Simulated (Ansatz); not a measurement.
Input:

End structure of the (32-50) surface of hcp Zr in its 1x1 cell, outermost plane spacing 0.21 Å in the ideal cut:

```yaml
crystal:
  lattice:
    - [5.17004, 0.00000, 0.00000]
    - [0.00000, 14.09010, 0.00000]
    - [0.00000, 0.00000, 26.50000]
  atoms:
    - { symbol: Zr, position: [0.25000, 0.13270, 0.31222] }
    - { symbol: Zr, position: [0.75000, 0.27644, 0.31742] }
    - { symbol: Zr, position: [0.25000, 0.51356, 0.33077] }
    - { symbol: Zr, position: [0.75000, 0.66357, 0.33929] }
    - { symbol: Zr, position: [0.25000, 0.92650, 0.35202] }
    - { symbol: Zr, position: [0.75000, 0.05801, 0.35982] }
    - { symbol: Zr, position: [0.25000, 0.32101, 0.37884] }
    - { symbol: Zr, position: [0.75000, 0.44887, 0.38482] }
    - { symbol: Zr, position: [0.25000, 0.70857, 0.39727] }
    - { symbol: Zr, position: [0.75000, 0.83912, 0.40565] }
    - { symbol: Zr, position: [0.25000, 0.10035, 0.42628] }
    - { symbol: Zr, position: [0.75000, 0.23585, 0.43112] }
    - { symbol: Zr, position: [0.25000, 0.50245, 0.44869] }
    - { symbol: Zr, position: [0.75000, 0.63761, 0.45579] }
    - { symbol: Zr, position: [0.25000, 0.89185, 0.46958] }
    - { symbol: Zr, position: [0.75000, 0.02493, 0.48025] }
    - { symbol: Zr, position: [0.25000, 0.28970, 0.49697] }
    - { symbol: Zr, position: [0.75000, 0.42083, 0.50303] }
    - { symbol: Zr, position: [0.25000, 0.68560, 0.51975] }
    - { symbol: Zr, position: [0.75000, 0.81868, 0.53042] }
    - { symbol: Zr, position: [0.25000, 0.07292, 0.54421] }
    - { symbol: Zr, position: [0.75000, 0.20808, 0.55131] }
    - { symbol: Zr, position: [0.25000, 0.47468, 0.56888] }
    - { symbol: Zr, position: [0.75000, 0.61017, 0.57372] }
    - { symbol: Zr, position: [0.25000, 0.87140, 0.59435] }
    - { symbol: Zr, position: [0.75000, 0.00196, 0.60273] }
    - { symbol: Zr, position: [0.25000, 0.26166, 0.61518] }
    - { symbol: Zr, position: [0.75000, 0.38952, 0.62116] }
    - { symbol: Zr, position: [0.25000, 0.65251, 0.64018] }
    - { symbol: Zr, position: [0.75000, 0.78402, 0.64798] }
    - { symbol: Zr, position: [0.25000, 0.04696, 0.66071] }
    - { symbol: Zr, position: [0.75000, 0.19697, 0.66923] }
    - { symbol: Zr, position: [0.25000, 0.43408, 0.68258] }
    - { symbol: Zr, position: [0.75000, 0.57783, 0.68778] }
```

Slab: 34 atoms, 10.5 Å thick at the start (thin: gaps and levels are the slab's own); k 7x3x1, smearing 0.1 eV, dipole-corrected; single point; on the structure that PBE left under its start's symmetry; no spin, no spin-orbit, no U.

### Question
Estimate the work function of the top face that r2SCAN, at the PBE geometry in Ansatz (a quantum-chemistry and plane-wave program) returns for this input.

### Answer
3.25 eV
